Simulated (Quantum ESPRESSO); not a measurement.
Quantum ESPRESSO run on YIr₂ (Fd-3m, 6 atoms in the cell): self-consistent single point.

Level of theory: PBEsol, PseudoDojo standard norm-conserving (PBESOL) pseudopotentials (plane waves; Quantum ESPRESSO).

The change in words: lattice scaled by 0.98. Reference geometry:
```
YIr2
1.0
    0.00000     3.74717     3.74717
    3.74717     0.00000     3.74717
    3.74717     3.74717     0.00000
Y Ir
2 4
Direct
  0.50000   0.50000   0.50000
  0.75000   0.75000   0.75000
  0.62500   0.12500   0.12500
  0.12500   0.12500   0.62500
  0.12500   0.62500   0.12500
  0.12500   0.12500   0.12500
```

Reference input (self-consistent single point, DFT, PBEsol, plane waves, PseudoDojo standard norm-conserving (PBESOL) pseudopotentials): ecutwfc = 75 Ry; occupations = smearing; smearing = fermi-dirac; degauss = 0.0099958 Ry; potentials = {Y: Y.upf, Ir: Ir.upf}; K_POINTS = automatic 6 6 6 0 0 0; conv_thr = 1e-10 Ry; mixing_beta = 0.7. This run's input differs from it in these lines:

```diff
@@ -34,5 +34,5 @@
 CELL_PARAMETERS {angstrom}
-   0.0000000000     3.7471700000     3.7471700000
-   3.7471700000     0.0000000000     3.7471700000
-   3.7471700000     3.7471700000     0.0000000000
+   0.0000000000     3.6722270000     3.6722270000
+   3.6722270000     0.0000000000     3.6722270000
+   3.6722270000     3.6722270000     0.0000000000
```

The program printed (abridged):

```
     Self-consistent Calculation

     iteration #  1     ecut=    75.00 Ry     beta= 0.70

     Threshold (ethr) on eigenvalues was too large:
     Diagonalizing with lowered threshold

     total energy              =   -1082.37483003 Ry
     estimated scf accuracy    <       0.09496054 Ry

     iteration #  2     ecut=    75.00 Ry     beta= 0.70

     total energy              =   -1082.39248495 Ry
     estimated scf accuracy    <       0.00553639 Ry

     iteration #  3     ecut=    75.00 Ry     beta= 0.70

     total energy              =   -1082.39180437 Ry
     estimated scf accuracy    <       0.01342455 Ry

   [... 4 blocks of this kind left out ...]

     iteration #  8     ecut=    75.00 Ry     beta= 0.70

     total energy              =   -1082.39439702 Ry
     estimated scf accuracy    <          4.0E-10 Ry

     iteration #  9     ecut=    75.00 Ry     beta= 0.70
     End of self-consistent calculation

     the Fermi energy is    21.0876 ev

!    total energy              =   -1082.39439702 Ry
     estimated scf accuracy    <          2.2E-12 Ry
     smearing contrib. (-TS)   =      -0.01798067 Ry
     internal energy E=F+TS    =   -1082.37641635 Ry

     convergence has been achieved in   9 iterations

     Forces acting on atoms (cartesian axes, Ry/au):

     atom    1 type  1   force =     0.00000000   -0.00000000    0.00000000
   [... zero for the other atoms too ...]

     Total force =     0.000000     Total SCF correction =     0.000000

          total   stress  (Ry/bohr**3)                   (kbar)     P=      150.66
   0.00102415   0.00000000   0.00000000          150.66        0.00        0.00
   0.00000000   0.00102415   0.00000000            0.00      150.66        0.00
   0.00000000   0.00000000   0.00102415            0.00        0.00      150.66

   JOB DONE.
```

The run converged in 9 iterations. Against the reference run the free energy goes up by 45.8 meV/atom and the pressure goes from -0.04 to 15.07 GPa.

The starting cell comes from a database of computed structures (which also holds hypothetical and non-ambient phases and stackings), without a prior relaxation at this level. Its lattice was rescaled by a random factor within 2.5 % of one. For this run, on top of that: lattice scaled by 0.98. Spin polarisation is off. With a pressure of about 15 GPa the cell is away from its equilibrium volume at this level.

Cost on one core of a shared machine: roughly 3 min.
